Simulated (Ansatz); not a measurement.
AlBN₂ (model structure, started from the ScAlN2 type, P3m1, No. 156, 4 atoms in the cell), treated with G0W0@PBEsol (plane waves, hard PAW, contour deformation; Ansatz, an electronic-structure program).

The cell is the one relaxed with PBEsol. Conventional cell: a = 2.8493 Å, b = 2.8493 Å, c = 4.6647 Å, α = 90.00°, β = 90.00°, γ = 120.00°.

The quasiparticle gap at Γ at a fixed k mesh 3×3×2:

```csv
response cutoff,value (eV)
"250 eV, 541 empty bands",6.723
"300 eV, 711 empty bands",6.736
"400 eV, 1094 empty bands",6.753
"500 eV, 1530 empty bands",6.761
```

Q: Taking the value to converge with the response cutoff E as E^(−3/2), extrapolate from the last two rows.

A: With y = y∞ + c/w and weights w = 8000 and 11180 for the last two rows, y∞ = (w2 y2 − w1 y1)/(w2 − w1) = (11180 × 6.761 − 8000 × 6.753)/3180 = 6.781 eV, which lies 0.020 beyond the last row. Successive pairs of rows give 6.777, 6.785, 6.781. The limit also hangs on the law assumed, so its last digits aren't firm.

The other settings are not extrapolated, so this is the limit in one setting alone.

At the last cutoff the smallest gap on this mesh is 5.78 eV, with an edge away from Γ.

A model structure was made by putting elements into a prototype or built by hand; it is no filed structure, need not be a known phase, and can be a saddle point held by its symmetry.
